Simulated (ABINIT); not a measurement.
## Input and output of a self-consistent single point for In₂Sb (P6_3/mmc, 6 atoms in the cell) (ABINIT)

Computed with LDA (PW92), PAW (JTH v2.0 LDA PAW) (plane waves; ABINIT).

The input file:

```
# In2Sb, JTH v2.0 LDA PAW
pp_dirpath "./"
pseudos "In.LDA_PW-JTH.xml, Sb.LDA_PW-JTH.xml"
acell 5.3798999597 5.3798999597 6.7225500000 Angstrom
rprim
         1.0000000000    0.0000000017    0.0000000000
        -0.5000000015    0.8660254029    0.0000000000
         0.0000000000    0.0000000000    1.0000000000
natom 6
ntypat 2
znucl 49 51
typat 1 1 1 1 2 2
xred
         0.6666666667    0.3333333333    0.2500000000
         0.3333333333    0.6666666667    0.7500000000
         0.0000000000    0.0000000000    0.5000000000
         0.0000000000    0.0000000000    0.0000000000
         0.6666666667    0.3333333333    0.7500000000
         0.3333333333    0.6666666667    0.2500000000
ecut 20 Ha
pawecutdg 40 Ha
pawxcdev 0
occopt 3
tsmear 0.136 eV
nband 52
kptopt 1
ngkpt 5 5 4
nshiftk 1
shiftk 0 0 0
nstep 100
tolvrs 1.0e-10
prtwf 0
prtden 0
prtvol 1
enunit 1
```

The program printed (abridged):

```
 Symmetries : space group P6_3/m m c (#194); Bravais hP (primitive hexag.)

 -outvars: echo values of preprocessed input variables --------
            acell      1.0166537546E+01  1.0166537546E+01  1.2703778415E+01 Bohr
             ecut      2.00000000E+01 Hartree
           enunit           1
              ixc       -1012
         kptrlatt        5    0    0      0    5    0      0    0    4
          kptrlen      5.08151137E+01
            natom           6
            nband          52
            ngfft          45      45      54
          ngfftdg          60      60      75
             nkpt          15
            nstep         100
             nsym          24
           ntypat           2
           occopt           3
        pawecutdg      4.00000000E+01 Hartree
         pawxcdev           0
            rprim      1.0000000000E+00  1.7000000000E-09  0.0000000000E+00
                      -5.0000000150E-01  8.6602540290E-01  0.0000000000E+00
                       0.0000000000E+00  0.0000000000E+00  1.0000000000E+00
          spgroup         194
           tolvrs      1.00000000E-10
           tsmear      4.99790825E-03 Hartree
            typat      1  1  1  1  2  2
           useylm           1
             xred      6.6666666667E-01  3.3333333333E-01  2.5000000000E-01
                       3.3333333333E-01  6.6666666667E-01  7.5000000000E-01
                       0.0000000000E+00 -1.8503717077E-17  5.0000000000E-01
                       0.0000000000E+00 -1.8503717077E-17  2.7755575616E-17
                       6.6666666667E-01  3.3333333333E-01  7.5000000000E-01
                       3.3333333333E-01  6.6666666667E-01  2.5000000000E-01
            znucl       49.00000   51.00000

== DATASET  1 ==================================================================

 Real(R)+Recip(G) space primitive vectors, cartesian coordinates (Bohr,Bohr^-1):
 R(1)= 10.1665375  0.0000000  0.0000000  G(1)=  0.0983619  0.0567893  0.0000000
 R(2)= -5.0832688  8.8044798  0.0000000  G(2)= -0.0000000  0.1135785  0.0000000
 R(3)=  0.0000000  0.0000000 12.7037784  G(3)=  0.0000000  0.0000000  0.0787167
 Unit cell volume ucvol=  1.1371289E+03 bohr^3
 Angles (23,13,12)=  9.00000000E+01  9.00000000E+01  1.20000000E+02 degrees

 Coarse grid specifications (used for wave-functions):

 getcut: wavevector=  0.0000  0.0000  0.0000  ngfft=  45  45  54
         ecut(hartree)=     20.000   => boxcut(ratio)=   2.11145

 Fine grid specifications (used for densities):

 getcut: wavevector=  0.0000  0.0000  0.0000  ngfft=  60  60  75
         ecut(hartree)=     40.000   => boxcut(ratio)=   2.04599

   1.20287493E+04                                ecore*ucvol(ha*bohr**3)

_setup2: Arith. and geom. avg. npw (full set) are    4857.970    4857.956

--- !BeginCycle
solver: {iscf: 17, nstep: 100, nline: 4, wfoptalg: 10, }
tolerances: {tolvrs: 1.00E-10, }
...

     iter   Etot(hartree)      deltaE(h)  residm     nres2
 ETOT  1  -391.31971851115    -3.913E+02 2.472E+01 2.934E+01
 ETOT  2  -398.36022206381    -7.041E+00 6.348E-02 2.589E+01
 ETOT  3  -398.30768103520     5.254E-02 2.779E-02 6.529E+00
 ETOT  4  -398.28784751774     1.983E-02 1.336E-02 8.345E-01
 ETOT  5  -398.28438594611     3.462E-03 1.021E-02 1.416E-01
 ETOT  6  -398.28368008592     7.059E-04 2.408E-03 6.796E-03
   [... 2 lines left out ...]
 ETOT  9  -398.28364606612     1.624E-07 1.238E-04 1.023E-06
 ETOT 10  -398.28364606963    -3.510E-09 2.394E-04 1.088E-07
 ETOT 11  -398.28364606964    -7.617E-12 8.235E-05 3.593E-09
 ETOT 12  -398.28364606961     2.791E-11 1.571E-04 4.896E-10
 ETOT 13  -398.28364606959     2.342E-11 5.021E-05 2.626E-11

 At SCF step   13       nres2   =  2.63E-11 < tolvrs=  1.00E-10 =>converged.

 Cartesian components of stress tensor (hartree/bohr^3)
  sigma(1 1)=  1.59097097E-04  sigma(3 2)=  0.00000000E+00
  sigma(2 2)=  1.59097098E-04  sigma(3 1)=  0.00000000E+00
  sigma(3 3)=  1.44180416E-04  sigma(2 1)=  3.03253388E-13

 ----iterations are completed or convergence reached----

 reduced coordinates (array xred) for    6 atoms
       0.666666666667      0.333333333333      0.250000000000
       0.333333333333      0.666666666667      0.750000000000
       0.000000000000     -0.000000000000      0.500000000000
       0.000000000000     -0.000000000000      0.000000000000
       0.666666666667      0.333333333333      0.750000000000
       0.333333333333      0.666666666667      0.250000000000
 cartesian forces (eV/Angstrom) at end:
    1      0.00000000000000     0.00000000000000    -0.00000000000000
    2     -0.00000000000000    -0.00000000000000    -0.00000000000000
    3      0.00000000000000    -0.00000000000000    -0.00000000000000
    4      0.00000000000000    -0.00000000000000    -0.00000000000000
    5      0.00000000000000     0.00000000000000     0.00000000000000
    6     -0.00000000000000     0.00000000000000    -0.00000000000000
 frms,max,avg= 7.6191123E-22 2.2857337E-21   0.000E+00  0.000E+00  0.000E+00 e/A
 length scales= 10.166537546156 10.166537546156 12.703778414630 bohr
              =  5.379899959700  5.379899959700  6.722550000000 angstroms
 Fermi (or HOMO) energy (eV) =   5.82060   Average Vxc (eV)= -10.04736
 Eigenvalues (   eV  ) for nkpt=  15  k points:
 kpt#   1, nband= 52, wtk=  0.01000, kpt=  0.0000  0.0000  0.0000 (reduced coord)
 -22.98706  -22.98706  -22.98699  -22.98699  -22.94083  -22.94083  -22.93874  -22.93874
 -22.92774  -22.92720   -8.83977   -8.81248   -8.81248   -8.75717   -8.75717   -8.67823
  -8.67660   -8.67660   -8.65055   -8.65055   -8.61885   -8.61885   -8.61140   -8.60171
  -8.60171   -8.56511   -8.56511   -8.53668   -8.50884   -8.50884   -5.04867   -3.21511
   0.26803    1.23305    1.54124    3.44761    3.44761    4.05162    4.05162    4.11786
   5.29558    5.49557    5.49557    5.78239    6.33369    7.93180    7.93180    8.23687
   8.23687    9.24780   10.48245   10.48245
 prteigrs : prtvol=0 or 1, do not print more k-points.

--- !EnergyTerms
comment             : Components of total free energy in Hartree
kinetic             :  6.42678268366928E+01
hartree             :  1.22897991147112E+02
xc                  : -3.45965028615536E+01
Ewald energy        : -2.81815778298384E+02
psp_core            :  1.05781760991181E+01
local_psp           : -3.57160325106364E+02
spherical_terms     :  7.75499908661573E+01
internal            : -3.98278621317221E+02
'-kT*entropy'       : -5.03129873459921E-03
total_energy        : -3.98283652615956E+02
total_energy_eV     : -1.08378493564957E+04
...

-Cartesian components of stress tensor (GPa)         [Pressure= -4.5345E+00 GPa]
- sigma(1 1)=  4.68079741E+00  sigma(3 2)=  0.00000000E+00
- sigma(2 2)=  4.68079743E+00  sigma(3 1)=  0.00000000E+00
- sigma(3 3)=  4.24193357E+00  sigma(2 1)=  8.92202120E-09

 Calculation completed.
```

The run converged in 13 iterations.

The starting cell comes from a database of computed structures (which also holds hypothetical and non-ambient phases and stackings), without a prior relaxation at this level. With a pressure of about -5 GPa the cell is away from its equilibrium volume at this level. The run gives no clean gap (levels at the Fermi energy touch, overlap or are partly filled at this smearing), which alone does not show that the compound is a metal.

Cost on one core of a shared machine: roughly 6 min.
